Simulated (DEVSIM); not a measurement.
System: illuminated Si n-on-p cell, one wavelength, with a back-surface field, at 300 K.

| layer (left to right) | material | thickness (μm) | Nd (cm⁻³) | Na (cm⁻³) | τn (s) | τp (s) | absorption coefficient (cm⁻¹) |
|---|---|---|---|---|---|---|---|
| 1 | Si | 0.170 | 8.6e18 | - | 4.2e-5 | 2.4e-5 | 4400 |
| 2 | Si | 100 | - | 2.5e15 | 5.6e-5 | 5.6e-5 | 4400 |
| 3 | Si | 0.490 | - | 7.3e18 | 5.6e-5 | 5.6e-5 | 4400 |

Left contact: ohmic, minority hole recombination velocity 30 cm/s. Right contact: ohmic, minority electron recombination velocity 1e6 cm/s. Voltage is applied to the left contact. Recombination: SRH at mid-gap, radiative, Auger. Light enters at the left, 3.3e17 photons cm⁻² s⁻¹, one pass, no reflection. Mobility is μmin + (μ − μmin)/(1 + (N/Nref)^α).

The device is made up for the run: typed textbook-type constants, with dimensions and the other settings drawn at random. Values at 300 K.

```csv
parameter,Si
gap (eV),1.124
affinity (eV),4.05
permittivity,11.7
Nc (cm⁻³),2.86e19
Nv (cm⁻³),3.1e19
μn (cm²/Vs),1417
μp (cm²/Vs),470
"μn,min",52
"μp,min",45
"Nref,n",9.7e16
"Nref,p",2.2e17
αn,0.68
αp,0.72
B (cm³/s),4.7e-15
Cn (cm⁶/s),2.8e-31
Cp (cm⁶/s),9.9e-32
```

DEVSIM, 1D drift-diffusion, Boltzmann statistics, complete ionisation; no tunnelling, impact ionisation, image-force lowering or self-heating.

Base results: largest power (mW/cm²) 27.6; fill factor 0.81; short-circuit current (mA/cm²) 52.8; open-circuit voltage (V) 0.649.

### Question
What follows from this one change: minority lifetime in layer 2 5.6e-05 → 1.7e-06 s?

### Answer
largest power 27.6 → 23.3 mW/cm²; fill factor 0.81 → 0.78; short-circuit current 52.8 → 52.0 mA/cm²; open-circuit voltage 0.649 → 0.576 V.

### Question
What follows from this one change: doping Na of layer 3 7.3e+18 → 2.2e+17 cm^-3?

### Answer
largest power 27.6 → 24.8 mW/cm²; fill factor 0.81 → 0.82; short-circuit current 52.8 → 52.5 mA/cm²; open-circuit voltage 0.649 → 0.575 V.

### Question
What follows from this one change: recombination velocity at the right contact 1e+06 → 1000 cm/s?

### Answer
largest power little changed (27.8 mW/cm²); fill factor 0.81 → 0.80; short-circuit current little changed (52.8 mA/cm²); open-circuit voltage 0.649 → 0.661 V.
